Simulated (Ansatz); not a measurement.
**Effective masses and thermopower of SiC under load (space group I-4m2)**

Given:

```
CELL_PARAMETERS angstrom
      0.00000     2.20478     2.15950
      2.20478     0.00000     2.15950
      2.20478     2.20478     0.00000
ATOMIC_POSITIONS crystal
  Si 0.00000 0.00000 0.00000
  C  0.25000 0.25000 0.25000
```

Calculation: r2SCAN with spin-orbit coupling, rigid bands (plane waves, PAW; Ansatz, a program for electronic structure). Condition of this run: biaxial stress in (001) of -5 GPa (compression positive) (the target of the relaxation). Cell: cell and atoms relaxed with PBEsol, then loaded as said.

| Quantity | Result |
|---|---|
| band gap | 1.50 eV |
| electron conductivity mass (300 K, dilute) | 0.24 (x), 0.24 (y), 0.63 (z) mₑ |
| hole conductivity mass (300 K, dilute) | 0.72 (x), 0.72 (y), 0.67 (z) mₑ |
| effective density of states N_c (300 K) | 4.8e18 cm⁻³ |
| effective density of states N_v (300 K) | 1.9e19 cm⁻³ |
| density-of-states mass, electrons | 0.33 mₑ |
| density-of-states mass, holes | 0.83 mₑ |
| Seebeck coefficient, n-type 1e19 cm⁻³, 300 K | -167 μV/K |
| best n-type power factor at 300 K for τ = 10 fs (best axis; densities from 1e16 to 1e21 cm⁻³ tried, whether or not they can be reached) | 5.9 μW/(cm·K²) at 3e20 cm⁻³ |
| Seebeck coefficient, p-type 1e19 cm⁻³, 300 K | 354 μV/K |

Rigid bands; masses and Seebeck coefficients take one relaxation time τ for all states and one kind of carrier; polarons and phonon drag are left out. Geometry: cell and atoms relaxed with PBEsol.
